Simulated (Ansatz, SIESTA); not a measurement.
One structure in several programs: Mg3Sc (P1, 4 atoms in the cell)

Self-consistent single point, at a second geometry (atoms moved at random). First geometry:

```yaml
crystal:
  lattice:
    - [4.62552, 0.00000, 0.00000]
    - [0.00000, 4.62552, 0.00000]
    - [0.00000, 0.00000, 4.62552]
  atoms:
    - { symbol: Mg, position: [0.50000, 0.50000, 0.00000] }
    - { symbol: Mg, position: [0.00000, 0.50000, 0.50000] }
    - { symbol: Mg, position: [0.50000, 0.00000, 0.50000] }
    - { symbol: Sc, position: [0.00000, 0.00000, 0.00000] }
```

Second geometry:
```yaml
crystal:
  lattice:
    - [4.62552, 0.00000, 0.00000]
    - [0.00000, 4.62552, 0.00000]
    - [0.00000, 0.00000, 4.62552]
  atoms:
    - { symbol: Mg, position: [0.49423, 0.50425, 0.99387] }
    - { symbol: Mg, position: [0.00288, 0.49673, 0.50484] }
    - { symbol: Mg, position: [0.50169, 0.00317, 0.50961] }
    - { symbol: Sc, position: [0.00120, 0.99585, 0.99167] }
```

Shared settings, as Ansatz (a first-principles code) writes them: kpoints.mp_grid.grid = 10 10 10; scf.occupations.method = fermi_dirac; scf.occupations.width = 0.05 eV. Potentials and cutoffs stand in the table.

```
code                                                                                                                            model  ΔF from the first geometry (meV/atom)  pressure (GPa)  largest force (eV/Å)       cutoff
------  -----------------------------------------------------------------------------------------------------------------------------  -------------------------------------  --------------  --------------------  -----------
SIESTA  GGA PBEsol, numerical atomic orbitals TZP, PseudoDojo PBEsol standard norm-conserving potentials (rewritten from UPF to PSML)                                    5.1           -2.35                 0.262  grid 400 Ry
Ansatz                                                                                                PBEsol, PAW files made with PBE                                    3.9           -3.53                 0.249      default
```

Size of the force on each atom (eV/Å): Sizes of forces hide their directions.

| code | Mg1 | Mg2 | Mg3 | Sc4 |
|---|---|---|---|---|
| SIESTA | 0.226 | 0.199 | 0.242 | 0.262 |
| Ansatz | 0.158 | 0.145 | 0.203 | 0.249 |

The spread over the programs that give each value: ΔF from the first geometry within 1.2 meV/atom; pressure within 1.18 GPa; largest force within 0.013 eV/Å.

SIESTA uses small atom-centred bases, whose incompleteness enters pressures, forces and empty levels differently from a plane-wave cutoff. Ansatz's pressure is given at a fixed set of plane waves, as the other plane-wave codes print theirs.

The starting cell comes from a database of computed structures (which also holds hypothetical and non-ambient phases and stackings), without a prior relaxation at this level. Its lattice was rescaled by a random factor within 2.5 % of one. For this run, on top of that: atoms moved at random.

Left out of this page: CP2K (unsound by tests on forces, stress, charge or solver warnings).

Keys are those of Ansatz 0.2.
